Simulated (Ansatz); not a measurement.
# TiSi2, response to strain

Consider TiSi$_{2}$ (space group Cmcm, No. 63; a = 3.527 Å, b = 13.517 Å, c = 3.565 Å). Axes: x, y, z lie along a, b, c of the conventional cell.

Strains are applied to the cell and any free atomic positions relax; under biaxial strain the out-of-plane vector relaxes too; under stress the whole cell relaxes.

Computed with r2SCAN/PAW in Ansatz (a program for electronic structure), no spin-orbit coupling.

Notes on the quantities. pressure: mean of the normal stresses, compression positive.

```json
[
 {"variant": "base", "pressure": "0.0 GPa", "volume per atom": "14.16 Å³", "space group": "Cmcm (No. 63)"},
 {"variant": "biaxial strain −3.74 %, plane normal [001], relaxed out of plane", "pressure": "7.7 GPa", "volume per atom": "13.38 Å³", "space group": "Cmcm (No. 63)"},
 {"variant": "biaxial strain +0.38 %, plane normal [001], relaxed out of plane", "pressure": "-0.6 GPa", "volume per atom": "14.24 Å³", "space group": "Cmcm (No. 63)"},
 {"variant": "biaxial strain +2.28 %, plane normal [001], relaxed out of plane", "pressure": "-3.7 GPa", "volume per atom": "14.66 Å³", "space group": "Cmcm (No. 63)"},
 {"variant": "biaxial strain +4.91 %, plane normal [001], relaxed out of plane", "pressure": "-7.0 GPa", "volume per atom": "15.23 Å³", "space group": "Cmcm (No. 63)"},
 {"variant": "isotropic strain +3.27 %", "pressure": "-10.9 GPa", "volume per atom": "15.60 Å³", "space group": "Cmcm (No. 63)"},
 {"variant": "uniaxial strain ε_xx = −1.94 %", "pressure": "3.1 GPa", "volume per atom": "13.89 Å³", "space group": "Cmcm (No. 63)"},
 {"variant": "uniaxial stress, 5 GPa tension along z", "pressure": "–", "volume per atom": "(withheld)", "space group": "Cmcm (No. 63)"},
 {"variant": "tensor shear ε_yz = −1.16 %", "pressure": "0.1 GPa", "volume per atom": "14.16 Å³", "space group": "C2/m (No. 12)"}
]
```

Q: Complete the table.

A: 
- uniaxial stress, 5 GPa tension along z, volume per atom: 14.29 Å³

Without a gap, meshes like the base's 14×14×13 leave anisotropic stresses uncertain by several tenths of a GPa, and small strain energies with them. Stability under load was not tested beyond the relaxation. The final runs are not spin-polarised.
